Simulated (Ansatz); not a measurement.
## Effect of uniaxial strain ε_zz = −1.00 % on Ir

Take Ir in the fcc (Cu type) structure (space group Fm-3m, No. 225; a = 3.8450 Å; relaxed with 0.1 eV smearing) as the base. Axes: x, y, z lie along the cube axes.

It is then changed as follows: uniaxial strain ε_zz = −1.00 %, all other strain components held at zero, atoms relaxed at fixed cell.

Method: r2SCAN in Ansatz (plane waves to 500 eV, PAW, no SOC). k-mesh 29×29×29 (Γ-centred); smearing 0.1 eV (Fermi–Dirac).

- Volume per atom: 14.07 Å³ (base 14.21 Å³)
- Space group: I4/mmm (No. 139) (base Fm-3m (No. 225))
- Shortest interatomic distance: 2.705 Å (base 2.719 Å)
- Energy relative to the base (free energy F): +2.9 meV/atom
- Pressure (mean of the normal stresses, compression positive): 3.9 GPa (base 0.0 GPa)
- Band gap: zero (base zero)
- Stress (xx, yy, zz, yz, xz, xy; compression positive): (2.6, 2.6, 6.5, 0.0, 0.0, 0.0) GPa

Final structure:

```xyz
1
Lattice="0.0000 1.9225 1.9033 1.9225 0.0000 1.9033 1.9225 1.9225 0.0000" Properties=species:S:1:pos:R:3 pbc="T T T"
Ir     0.0000     0.0000     0.0000
```

No phonon test of stability was made. All final runs are without spin polarisation.

Ansatz is an electronic-structure program.
